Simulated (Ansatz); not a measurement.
**BN, pressure series**

Consider BN (space group P6_3/mmc, No. 194; layered, stacked along the Cartesian z axis).

```
BN
1.0
    2.50644     0.00000     0.00000
   -1.25322     2.17064     0.00000
    0.00000     0.00000     6.61468
B N
2 2
Direct
  0.66667   0.33333   0.75000
  0.33333   0.66667   0.25000
  0.33333   0.66667   0.75000
  0.66667   0.33333   0.25000
```

Cell and atoms are relaxed at each pressure.

The values are results of PBE-D3(BJ), PAW, 420 eV (Ansatz, a program for electronic structure; spin-orbit coupling left out), not measurements.

Candidates:
(a) pressure 5 GPa
(b) pressure 10 GPa
(c) pressure 1.5 GPa

For the base:

| Item | Value |
|---|---|
| Band gap | 4.24 eV |

Q: Order them by band gap, lowest first.

A: (b) pressure 10 GPa (4.02 eV), (a) pressure 5 GPa (4.08 eV), (c) pressure 1.5 GPa (4.17 eV)

Load acts through the strain it causes; cell and atoms are relaxed under it. No phonon test of stability was made. Competing high-pressure phases were not computed.
